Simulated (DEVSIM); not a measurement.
System: abrupt Si p-n junction, at 300 K.

Layer 1 from the left is Si, thickness (μm) 73.0, Na (cm⁻³) 6.8e16, τn (s) 1.1e-7, τp (s) 1.1e-7. Layer 2 from the left is Si, thickness (μm) 4.40, Nd (cm⁻³) 8.4e15, τn (s) 1.1e-7, τp (s) 1.1e-7.

Left contact: ohmic. Right contact: ohmic. Voltage is applied to the left contact. Recombination: SRH at mid-gap, Auger. Mobility is μmin + (μ − μmin)/(1 + (N/Nref)^α).

Constants are typed, rounded textbook-type inputs, not results; the design itself was drawn at random and stands for no fabricated device. Values at 300 K.

Si: gap (eV) 1.124, affinity (eV) 4.05, permittivity 11.7, Nc (cm⁻³) 2.86e19, Nv (cm⁻³) 3.1e19, μn (cm²/Vs) 1417, μp (cm²/Vs) 470, μn,min 52, μp,min 45, Nref,n 9.7e16, Nref,p 2.2e17, αn 0.68, αp 0.72, Cn (cm⁶/s) 2.8e-31, Cp (cm⁶/s) 9.9e-32.

DEVSIM, 1D drift-diffusion, Boltzmann statistics, complete ionisation; no tunnelling, impact ionisation, image-force lowering or self-heating.

Dark forward current:

| |V| (V) | |J| (A/cm²) |
|---|---|
| 0.05 | 4.254e-8 |
| 0.10 | 1.528e-7 |
| 0.15 | 4.659e-7 |
| 0.20 | 1.416e-6 |
| 0.25 | 4.622e-6 |
| 0.30 | 1.739e-5 |
| 0.35 | 7.912e-5 |
| 0.40 | 0.0004298 |
| 0.45 | 0.002630 |
| 0.50 | 0.01713 |
| 0.55 | 0.1140 |
| 0.60 | 0.7339 |
| 0.65 | 3.829 |
| 0.70 | 12.55 |
| 0.75 | 26.89 |
| 0.80 | 45.08 |
| 0.85 | 66.07 |
| 0.90 | 89.42 |
| 0.95 | 115.1 |
| 1.00 | 143.0 |
| 1.05 | 173.5 |
| 1.10 | 206.5 |
| 1.15 | 242.2 |
| 1.20 | 280.8 |
| 1.25 | 322.5 |
| 1.30 | 367.2 |

### Question
Work out the local ideality factor n = ΔV / (kT/q · ln(J2/J1)) between the rows 0.15 and 0.20 V, 0.50 and 0.55 V, 1.25 and 1.30 V.

### Answer
kT/q = 25.85 mV. From 0.15 to 0.20 V: ln(1.416e-6/4.659e-7) = 1.112, n = 1.74. From 0.50 to 0.55 V: ln(0.1140/0.01713) = 1.895, n = 1.02, near the 1 of diffusion or emission over a barrier. From 1.25 to 1.30 V: ln(367.2/322.5) = 0.130, n = 14.90.

### Question
Estimate the current at 0.50 V from the Shockley equation with J0 = Σ q ni² D/(N L) coth(W/L), τ joining the SRH, radiative and Auger lifetimes that are on, and W taken as the whole layer.

### Answer
ni² = 1.16e20 cm⁻⁶; electrons in the p layer: μ = 817 cm²/Vs, D = 21.1 cm²/s, τ = 1.10e-7 s, L = 15.2 μm, W/L = 4.8, term 3.78e-12 A/cm²; holes in the n layer: μ = 433 cm²/Vs, D = 11.2 cm²/s, τ = 1.10e-7 s, L = 11.1 μm, W/L = 0.40, term 5.91e-11 A/cm². J0 = 6.29e-11 A/cm², and J = J0 exp(qV/kT) = 0.0158 A/cm². The simulation gives 0.0171 A/cm²; the estimate lies 7.7 % below. The estimate leaves out recombination in the depletion region and that region's share of W.
